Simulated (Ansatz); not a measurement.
A self-consistent single point of ZrNi2P2 (P1, 5 atoms in the cell) with Ansatz (a quantum-chemistry and plane-wave program).

Method of the run: PBEsol, PAW files made with PBE (plane waves; Ansatz).

```xyz
5
Lattice="-1.8513 1.8513 4.7838 1.8513 -1.8513 4.7838 1.8513 1.8513 -4.7838" Properties=species:S:1:pos:R:3 pbc="T T T"
Zr     0.0227     0.0054     0.0060
Ni     1.8571     0.0054     2.4032
Ni    -0.0106     1.8556     2.3769
P     -0.0050    -0.0105     5.9086
P     -0.0128    -0.0046     3.6565
```

Reference input (self-consistent single point, DFT, LDA (PW92), plane waves, PAW files made with PBE): basis.ecutwfc = 30.9 Ry; kpoints.mp_grid.grid = 5 5 7; hamiltonian.xc = lda; hamiltonian.pseudopotentials = {kind: paw} (an earlier, softer set of the program's PAW files); scf.occupations.method = fermi_dirac; scf.occupations.width = 0.0037 Ry. This run's input differs from it in these lines:

Ansatz 0.2 input:
```diff
@@ -18,3 +18,3 @@
 hamiltonian:
-  xc: lda
+  xc: pbesol
   pseudopotentials:
```

Output, abridged:

```
SCF iter   1: F=—  HF=-17223.971304 eV  |F-HF|=—  |Δ(HF+E_count)|=         —  Δρ=4.45e-2  dr2=1.75e0  ethr=3.10e-3  ⟨swp⟩=6.3  Hψ=12419  notcnv=0
all-band conjugate gradients solve this SCF's bands
preconditioner: auto → Kerker (q_TF=auto, 2.673 Å⁻¹)
SCF iter   2: F=—  HF=-17223.676287 eV  |F-HF|=—  |Δ(HF+E_count)|=   2.95e-1  Δρ=2.20e-2  dr2=4.90e-1  ethr=3.01e-3  ⟨swp⟩=2.0  Hψ=4224  notcnv=0  defer=40
   [... lines left out ...]
SCF iter   6: F=—  HF=-17223.511823 eV  |F-HF|=—  |Δ(HF+E_count)|=   8.08e-5  Δρ=1.43e-4  dr2=2.37e-5  ethr=4.00e-7  ⟨swp⟩=2.0  Hψ=4228  notcnv=0  defer=39
SCF iter   7: F=—  HF=-17223.511796 eV  |F-HF|=—  |Δ(HF+E_count)|=   2.65e-5  Δρ=1.18e-4  dr2=8.91e-6  ethr=4.09e-8  ⟨swp⟩=2.1  Hψ=4384  notcnv=0  defer=39
SCF iter   8: F=—  HF=-17223.511795 eV  |F-HF|=—  |Δ(HF+E_count)|=   9.53e-7  Δρ=1.32e-5  dr2=1.09e-7  ethr=1.54e-8  ⟨swp⟩=1.3  Hψ=3100  notcnv=0  defer=39
SCF iter   9: F=-17223.511795 eV  HF=-17223.511795 eV  |F-HF|=8.52e-9  |Δ(HF+E_count)|=   2.68e-8  Δρ=4.69e-6  dr2=1.35e-8  ethr=1.72e-10  ⟨swp⟩=7.1  Hψ=12745  notcnv=0
SCF 1 converged in 9 iterations: F = -17223.511795 eV  dr2 = 1.35e-8
Free energy (F): -17223.511795 eV
Internal energy: -17223.493423 eV  (E = F + TS)
E sigma→0 (E₀):  -17223.502609 eV
Entropy (-TS):   -0.018373 eV (-3.675 meV/atom)
Fermi energy:    16.818453 eV
--- Forces (eV/Å), atoms counted from 1 ---
  atom   1  Zr    -0.16917580    -0.06209020    -0.05742651
  atom   2  Ni    -0.16265029    -0.10414923    -0.03736506
  atom   3  Ni     0.08802969    -0.03623198     0.08088860
  atom   4  P      0.03346364     0.13695845     0.23563456
  atom   5  P      0.21033259     0.06551410    -0.22173439
--- Stress (GPa, compression-positive) ---
       -6.057177      -0.025328       0.344820
       -0.025328      -6.246902      -0.077267
        0.344821      -0.077267      -5.702194
  P = ⅓ Tr σ = -6.0021 GPa (-60.021 kbar)
  The stress holds the Pulay correction. Without it, at fixed plane waves, as pw.x and ABINIT print it: P = -6.0404 GPa
```

The run converged in 9 iterations. Against the reference run the pressure goes from -10.38 to -6.00 GPa and the largest force goes from 0.457 to 0.313 eV/Å.

The starting cell comes from a database of computed structures (which also holds hypothetical and non-ambient phases and stackings), without a prior relaxation at this level. Its atoms were displaced at random from the sites of space group no. 139. Spin polarisation is off, so a magnetic state, if there is one, cannot be reached. With a pressure of about -6 GPa the cell is away from its equilibrium volume at this level. Ansatz's pressure includes its estimate of the finite-basis (Pulay) stress.
